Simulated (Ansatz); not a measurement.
System: CaWO4 (I4₁/a, No. 88). Method: r²SCAN+rVV10 in Ansatz (plane waves, PAW).

Run with plane-wave cutoff 500 eV, 10×10×10 k mesh, Fermi–Dirac smearing 0.05 eV, no spin polarisation, scalar-relativistic PAW data made under PBE.

Cell (relaxed at this level):

```cif
data_Ca4O16W4
_chemical_formula_sum 'Ca4 W4 O16'
_space_group_name_H-M_alt 'I41/a :1'
_space_group_IT_number 88
_space_group_name_Hall 'I 4bw -1bw'
_cell_length_a 5.21702
_cell_length_b 5.21702
_cell_length_c 11.26124
_cell_angle_alpha 90.000
_cell_angle_beta 90.000
_cell_angle_gamma 90.000
loop_
_space_group_symop_operation_xyz
  'x, y, z'
  '-y, x+1/2, z+1/4'
  '-x+1/2, -y+1/2, z+1/2'
  'y+1/2, -x, z+3/4'
  '-x, -y+1/2, -z+1/4'
  'y, -x, -z'
  'x+1/2, y, -z+3/4'
  '-y+1/2, x+1/2, -z+1/2'
  'x+1/2, y+1/2, z+1/2'
  '-y+1/2, x, z+3/4'
  '-x, -y, z'
  'y, -x+1/2, z+1/4'
  '-x+1/2, -y, -z+3/4'
  'y+1/2, -x+1/2, -z+1/2'
  'x, y+1/2, -z+1/4'
  '-y, x, -z'
loop_
_atom_site_label
_atom_site_type_symbol
_atom_site_symmetry_multiplicity
_atom_site_Wyckoff_symbol
_atom_site_fract_x
_atom_site_fract_y
_atom_site_fract_z
_atom_site_occupancy
Ca1 Ca 4 b 0.00000 0.00000 0.50000 1
W1 W 4 a 0.00000 0.00000 0.00000 1
O1 O 16 f 0.24140 0.15592 0.08663 1
```
(The calculation used a cell of 12 atoms; values per cell refer to that cell.)

**Question.** What does this level give for the band gap?

**Answer.** 
band gap: 4.58 eV (on the SCF k mesh)

Measured, for comparison: band gap 5.2 ± 0.3 eV (temperature not stated, not corrected to a static lattice, absorption, reflection, one- and two-photon excitation; as tabulated in Mikhailik et al. (2004), doi:10.1103/physrevb.69.205110).

Spin–orbit coupling is not included.

Computed values are for the static lattice.

Ansatz is a quantum-chemistry and plane-wave program.
